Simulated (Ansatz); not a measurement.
Effect of uniaxial strain ε_xx = −1.00 % on FeNi3

The reference is FeNi3 in the Cu3Au type structure (space group Pm-3m, No. 221; a = 3.514 Å; ferromagnetic; relaxed with 0.1 eV smearing). Axes: x, y, z lie along the cube axes.

Now apply this change: uniaxial strain ε_xx = −1.00 %, all other strain components held at zero, atoms relaxed at fixed cell.

All numbers come from r2SCAN, PAW, 500 eV (Ansatz, a first-principles code; spin-orbit coupling left out). Γ-centred 16×16×16 mesh, Fermi–Dirac width 0.1 eV.

| quantity | base | changed | shift |
|---|---|---|---|
| space group | Pm-3m (No. 221) | P4/mmm (No. 123) | – |
| shortest interatomic distance | 2.485 Å | 2.473 Å | -0.012 Å |
| energy relative to the base (free energy F) | 0 meV/atom | +1.0 meV/atom | +1.0 meV/atom |
| pressure (mean of the normal stresses, compression positive) | 0.0 GPa | 2.2 GPa | +2.2 GPa |
| band gap | zero | zero | – |
| magnetic state | ferromagnetic | ferromagnetic | – |
| largest site moment | 3.18 μB | 3.17 μB | -0.01 μB |
| stress (xx, yy, zz, yz, xz, xy; compression positive) | – | (3.1, 1.7, 1.7, 0.0, 0.0, 0.0) GPa | – |

Cost of the whole job for the changed cell (relaxation, final SCF and bands): about 6 core-minutes (a rough figure).

Other magnetic orders, which the real material may have, were not ruled out. Whether these cells are dynamically stable was not tested.
